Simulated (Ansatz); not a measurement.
## A constructed model of the (100) surface of fcc Cu, c(2x2) layer of Sb, one a cell, on the site that continues the host's stacking (bottom of the slab: a bare face, its two planes held)

The numbers are results of PBE (plane waves to 420 eV, PAW; Ansatz, a first-principles code), not measurements.

Model: 13-atom slab, 11.2 Å thick at the start, 10x10x1 mesh, Fermi-Dirac 0.1 eV, dipole correction, 4 atoms held, the rest relaxed; held to the start's symmetry, so lower structures may exist; no spin, no spin-orbit, no U. It is one candidate, not shown to be the stable structure of the face.

```json
{
  "work_function_of_the_top_face": "4.50 eV",
  "energy_released_by_relaxation": "0.11 eV",
  "cost": "very roughly 6 core-minutes"
}
```
